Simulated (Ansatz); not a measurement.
## MgS (model structure, started from the HgTe type, Fm-3m, No. 225, 6 atoms in the cell): properties by level of theory

```
level (code)         cohesive energy (eV/atom)  band gap (eV)
-------------------  -------------------------  -------------
LDA (Ansatz)                              4.36           2.65
PBE (Ansatz)                              3.72           2.76
PBEsol (Ansatz)                           4.03           2.73
PBE-D3(BJ) (Ansatz)                       4.08           2.85
r²SCAN (Ansatz)                           4.01           3.46
```

Computed values are for a static lattice.  Each level is taken at its own relaxed cell. Cutoffs differ between the levels. Ansatz's density-functional and Hartree–Fock values are scalar-relativistic unless marked +SOC, with PAW data made under PBE.

Ansatz's density-functional and Hartree–Fock values are scalar-relativistic unless marked +SOC, with PAW data made under PBE.

Unless a cell is named, each level is at its own relaxed cell (LDA 16.87, PBE 17.88, PBEsol 17.39, PBE-D3(BJ) 17.12, r²SCAN 17.61 Å³/atom).

Static lattice: no zero-point or thermal effects.

A model structure was made by putting elements into a prototype or built by hand; here it ended with the formula and space group of a phase in our tables.

Ansatz is an electronic-structure program.
